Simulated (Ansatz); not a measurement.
Consider Ir in the fcc (Cu type) structure (space group Fm-3m, No. 225).

```cif
data_Ir
_chemical_formula_sum 'Ir1'
_space_group_name_H-M_alt 'P 1'
_space_group_IT_number 1
_cell_length_a 2.71842
_cell_length_b 2.71842
_cell_length_c 2.71842
_cell_angle_alpha 60.000
_cell_angle_beta 60.000
_cell_angle_gamma 60.000
loop_
_space_group_symop_operation_xyz
  'x, y, z'
loop_
_atom_site_label
_atom_site_type_symbol
_atom_site_fract_x
_atom_site_fract_y
_atom_site_fract_z
_atom_site_occupancy
Ir1 Ir 0.00000 0.00000 0.00000 1
```

Calculations: Kohn–Sham DFT with the r2SCAN functional, run in Ansatz (a quantum-chemistry and plane-wave program) with PAW and 500 eV plane waves, spin-orbit coupling left out.

For the base:

| Quantity | Result |
|---|---|
| Lattice parameter a | 3.844 Å |

The change: a negative pressure, −2 GPa.

**Question.** Estimate the effect on the lattice parameter a.

**Answer.** The lattice parameter a goes up by 0.007 Å, from 3.844 Å to 3.851 Å.

Load acts through the strain it causes; cell and atoms are relaxed under it. Stability against distortions was not tested. The final runs are not spin-polarised.
